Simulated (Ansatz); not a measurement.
Electronic density of states of amorphous In$_{9}$Ga$_{9}$Zn$_{9}$O$_{38}$Zr, density 5.87 g/cm³, on a 2×2×2 Γ-centred mesh with a Gaussian width of 0.1 eV; energies count from the Fermi level, whose place inside the gap is arbitrary. Cell and mesh are small, so fine structure isn't converged. Level of theory: PBE, scalar-relativistic without spin-orbit coupling (plane waves to 420 eV, PAW; Ansatz, a quantum-chemistry and plane-wave program). Sampling: a 2×2×2 Γ-centred mesh; Fermi-Dirac width 0.02 eV; no spin polarisation. At PBE the levels at the filled edge of the gap are localised (band-tail or defect states).

It comes from a melt-quench run on a machine-learned potential (CHGNet), relaxed afterwards by DFT. O atoms were pushed apart under 1.9 Å during the dynamics, to hinder bonds among them. The hot cell started wider than the set density and was brought back towards it in steps. It is the lowest in DFT energy of 2 quenches. It is a model cell: composition and starting density were chosen by hand, and all elements were melted together. No dispersion term was used. Its density started from a set value of 5.87 and ended at 5.87 g/cm³. The simulated quench (nominally 320 K/ps over its main leg) is rapid and tends to freeze in more defects than a deposited or slowly cooled glass has. A cell of this size samples the disorder only roughly. The volume was held where the preparation left it and the shape relaxed, at a PBE pressure of 1.5 GPa. Stress components on the final sampling reach 1.6 GPa.

| E - EF (eV) | states/(eV atom) |
|---|---|
| -12.00 | 0.00 |
| -11.90 | 0.00 |
| -11.80 | 0.00 |
| -11.70 | 0.00 |
| -11.60 | 0.00 |
| -11.50 | 0.00 |
| -11.40 | 0.00 |
| -11.30 | 0.00 |
| -11.20 | 0.00 |
| -11.10 | 0.00 |
| -11.00 | 0.00 |
| -10.90 | 0.00 |
| -10.80 | 0.00 |
| -10.70 | 0.00 |
| -10.60 | 0.00 |
| -10.50 | 0.00 |
| -10.40 | 0.00 |
| -10.30 | 0.00 |
| -10.20 | 0.00 |
| -10.10 | 0.00 |
| -10.00 | 0.00 |
| -9.90 | 0.00 |
| -9.80 | 0.00 |
| -9.70 | 0.00 |
| -9.60 | 0.00 |
| -9.50 | 0.00 |
| -9.40 | 0.00 |
| -9.30 | 0.00 |
| -9.20 | 0.00 |
| -9.10 | 0.00 |
| -9.00 | 0.00 |
| -8.90 | 0.00 |
| -8.80 | 0.00 |
| -8.70 | 0.00 |
| -8.60 | 0.00 |
| -8.50 | 0.00 |
| -8.40 | 0.00 |
| -8.30 | 0.00 |
| -8.20 | 0.00 |
| -8.10 | 0.00 |
| -8.00 | 0.00 |
| -7.90 | 0.00 |
| -7.80 | 0.00 |
| -7.70 | 0.00 |
| -7.60 | 0.00 |
| -7.50 | 0.00 |
| -7.40 | 0.00 |
| -7.30 | 0.00 |
| -7.20 | 0.00 |
| -7.10 | 0.01 |
| -7.00 | 0.08 |
| -6.90 | 0.26 |
| -6.80 | 0.38 |
| -6.70 | 0.43 |
| -6.60 | 0.45 |
| -6.50 | 0.44 |
| -6.40 | 0.43 |
| -6.30 | 0.53 |
| -6.20 | 0.64 |
| -6.10 | 0.66 |
| -6.00 | 0.71 |
| -5.90 | 0.78 |
| -5.80 | 0.86 |
| -5.70 | 0.97 |
| -5.60 | 1.01 |
| -5.50 | 1.00 |
| -5.40 | 1.08 |
| -5.30 | 1.17 |
| -5.20 | 1.24 |
| -5.10 | 1.26 |
| -5.00 | 1.22 |
| -4.90 | 1.13 |
| -4.80 | 0.94 |
| -4.70 | 0.77 |
| -4.60 | 0.67 |
| -4.50 | 0.63 |
| -4.40 | 0.62 |
| -4.30 | 0.64 |
| -4.20 | 0.66 |
| -4.10 | 0.61 |
| -4.00 | 0.58 |
| -3.90 | 0.64 |
| -3.80 | 0.62 |
| -3.70 | 0.62 |
| -3.60 | 0.65 |
| -3.50 | 0.63 |
| -3.40 | 0.60 |
| -3.30 | 0.60 |
| -3.20 | 0.62 |
| -3.10 | 0.65 |
| -3.00 | 0.71 |
| -2.90 | 0.68 |
| -2.80 | 0.68 |
| -2.70 | 0.69 |
| -2.60 | 0.72 |
| -2.50 | 0.73 |
| -2.40 | 0.73 |
| -2.30 | 0.77 |
| -2.20 | 0.81 |
| -2.10 | 0.80 |
| -2.00 | 0.83 |
| -1.90 | 0.87 |
| -1.80 | 0.87 |
| -1.70 | 0.85 |
| -1.60 | 0.88 |
| -1.50 | 0.90 |
| -1.40 | 0.91 |
| -1.30 | 0.90 |
| -1.20 | 0.88 |
| -1.10 | 0.93 |
| -1.00 | 0.94 |
| -0.90 | 0.88 |
| -0.80 | 0.69 |
| -0.70 | 0.52 |
| -0.60 | 0.36 |
| -0.50 | 0.15 |
| -0.40 | 0.02 |
| -0.30 | 0.00 |
| -0.20 | 0.00 |
| -0.10 | 0.00 |
| 0.00 | 0.00 |
| 0.10 | 0.00 |
| 0.20 | 0.00 |
| 0.30 | 0.00 |
| 0.40 | 0.01 |
| 0.50 | 0.02 |
| 0.60 | 0.01 |
| 0.70 | 0.00 |
| 0.80 | 0.00 |
| 0.90 | 0.00 |
| 1.00 | 0.00 |
| 1.10 | 0.00 |
| 1.20 | 0.00 |
| 1.30 | 0.00 |
| 1.40 | 0.00 |
| 1.50 | 0.03 |
| 1.60 | 0.07 |
| 1.70 | 0.05 |
| 1.80 | 0.03 |
| 1.90 | 0.04 |
| 2.00 | 0.05 |
| 2.10 | 0.06 |
| 2.20 | 0.06 |
| 2.30 | 0.06 |
| 2.40 | 0.07 |
| 2.50 | 0.08 |
| 2.60 | 0.06 |
| 2.70 | 0.07 |
| 2.80 | 0.05 |
| 2.90 | 0.04 |
| 3.00 | 0.07 |
| 3.10 | 0.12 |
| 3.20 | 0.12 |
| 3.30 | 0.12 |
| 3.40 | 0.15 |
| 3.50 | 0.18 |
| 3.60 | 0.18 |
| 3.70 | 0.16 |
| 3.80 | 0.25 |
| 3.90 | 0.30 |
| 4.00 | 0.24 |
| 4.10 | 0.22 |
| 4.20 | 0.23 |
| 4.30 | 0.23 |
| 4.40 | 0.25 |
| 4.50 | 0.30 |
| 4.60 | 0.34 |
| 4.70 | 0.32 |
| 4.80 | 0.30 |
| 4.90 | 0.28 |
| 5.00 | 0.28 |
| 5.10 | 0.27 |
| 5.20 | 0.29 |
| 5.30 | 0.29 |
| 5.40 | 0.29 |
| 5.50 | 0.31 |
| 5.60 | 0.29 |
| 5.70 | 0.37 |
| 5.80 | 0.37 |
| 5.90 | 0.33 |
| 6.00 | 0.31 |
| 6.10 | 0.28 |
| 6.20 | 0.32 |
| 6.30 | 0.35 |
| 6.40 | 0.33 |
| 6.50 | 0.35 |
| 6.60 | 0.37 |
| 6.70 | 0.40 |
| 6.80 | 0.36 |
| 6.90 | 0.37 |
| 7.00 | 0.39 |
| 7.10 | 0.34 |
| 7.20 | 0.30 |
| 7.30 | 0.31 |

The level gap on this mesh is 1.02 eV; the broadening fills part of it in the curve.
